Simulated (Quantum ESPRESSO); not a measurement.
## How a calculation on LaTeCl (P4/nmm, 6 atoms in the cell) responds to its settings

```yaml
crystal:
  lattice:
    - [4.55521, 0.00000, 0.00000]
    - [0.00000, 4.55521, 0.00000]
    - [0.00000, 0.00000, 8.32011]
  atoms:
    - { symbol: La, position: [0.00000, 0.50000, 0.75910] }
    - { symbol: La, position: [0.50000, 0.00000, 0.24090] }
    - { symbol: Te, position: [0.00000, 0.50000, 0.36193] }
    - { symbol: Te, position: [0.50000, 0.00000, 0.63807] }
    - { symbol: Cl, position: [0.00000, 0.00000, 0.00000] }
    - { symbol: Cl, position: [0.50000, 0.50000, 0.00000] }
```

Base run A: PBEsol, GBRV 1.5 ultrasoft (PBESOL) pseudopotentials (Quantum ESPRESSO), self-consistent single point.

Its settings: ecutwfc = 40 Ry; ecutrho = 200 Ry; occupations = smearing; smearing = fermi-dirac; degauss = 0.0036749 Ry; potentials = {La: la_pbesol_v1.uspp.F.UPF, Te: te_pbesol_v1.uspp.F.UPF, Cl: cl_pbesol_v1.4.uspp.F.UPF}; K_POINTS = automatic 7 7 4 0 0 0; conv_thr = 1e-10 Ry; mixing_beta = 0.7.

The starting cell comes from a database of computed structures (which also holds hypothetical and non-ambient phases and stackings), without a prior relaxation at this level. Spin-orbit coupling is off.

Run A gave: pressure (GPa) -2.69; largest force (eV/Å) 0.093; gap on the mesh (eV) 0.563.

Runs:
- B: pseudopotentials: {La: la_pbesol_v1.uspp.F.UPF, Te: te_pbesol_v1.uspp.F.UPF, Cl: cl_pbesol_v1.4.uspp.F.UPF} → {La: la_lda_v1.uspp.F.UPF, Te: te_lda_v1.uspp.F.UPF, Cl: cl_lda_v1.4.uspp.F.UPF} [LDA (PZ)]
- C: pseudopotentials: {La: la_pbesol_v1.uspp.F.UPF, Te: te_pbesol_v1.uspp.F.UPF, Cl: cl_pbesol_v1.4.uspp.F.UPF} → {La: la_pbe_v1.uspp.F.UPF, Te: te_pbe_v1.uspp.F.UPF, Cl: cl_pbe_v1.4.uspp.F.UPF}; input_dft: default → blyp [BLYP]
- D: pseudopotentials: {La: la_pbesol_v1.uspp.F.UPF, Te: te_pbesol_v1.uspp.F.UPF, Cl: cl_pbesol_v1.4.uspp.F.UPF} → {La: la_pbe_v1.uspp.F.UPF, Te: te_pbe_v1.uspp.F.UPF, Cl: cl_pbe_v1.4.uspp.F.UPF}; input_dft: default → wc [Wu-Cohen GGA]
- E: pseudopotentials: {La: la_pbesol_v1.uspp.F.UPF, Te: te_pbesol_v1.uspp.F.UPF, Cl: cl_pbesol_v1.4.uspp.F.UPF} → {La: la_pbe_v1.uspp.F.UPF, Te: te_pbe_v1.uspp.F.UPF, Cl: cl_pbe_v1.4.uspp.F.UPF}; input_dft: default → vdw-df2 [vdW-DF2]
- F: pseudopotentials: {La: la_pbesol_v1.uspp.F.UPF, Te: te_pbesol_v1.uspp.F.UPF, Cl: cl_pbesol_v1.4.uspp.F.UPF} → {La: la_pbe_v1.uspp.F.UPF, Te: te_pbe_v1.uspp.F.UPF, Cl: cl_pbe_v1.4.uspp.F.UPF}; input_dft: default → vdw-df-cx [vdW-DF-cx]
- G: pseudopotentials: {La: la_pbesol_v1.uspp.F.UPF, Te: te_pbesol_v1.uspp.F.UPF, Cl: cl_pbesol_v1.4.uspp.F.UPF} → {La: la_pbe_v1.uspp.F.UPF, Te: te_pbe_v1.uspp.F.UPF, Cl: cl_pbe_v1.4.uspp.F.UPF}; input_dft: default → rvv10 [rVV10]

### Question
What does run E change against A?

### Answer
The pressure goes from -2.69 to 5.27 GPa, the largest force goes from 0.093 to 0.048 eV/Å and the gap on the mesh goes from 0.563 to 0.766 eV.

### Question
What does run D change against A?

### Answer
The pressure goes from -2.69 to -2.53 GPa, the largest force goes from 0.093 to 0.110 eV/Å and the gap on the mesh goes from 0.563 to 0.546 eV.

### Question
What does run C change against A?

### Answer
The pressure goes from -2.69 to 3.90 GPa, the largest force goes from 0.093 to 0.059 eV/Å and the gap on the mesh goes from 0.563 to 0.753 eV.

| run | pressure (GPa) | largest force (eV/Å) | gap on the mesh (eV) |
|---|---|---|---|
| A | -2.69 | 0.093 | 0.563 |
| B | -4.30 | 0.147 | 0.560 |
| C | 3.90 | 0.059 | 0.753 |
| D | -2.53 | 0.110 | 0.546 |
| E | 5.27 | 0.048 | 0.766 |
| F | -2.21 | 0.055 | 0.617 |
| G | 1.08 | 0.062 | 0.598 |

Left out of this page: 3 runs of the series held back from this collection.
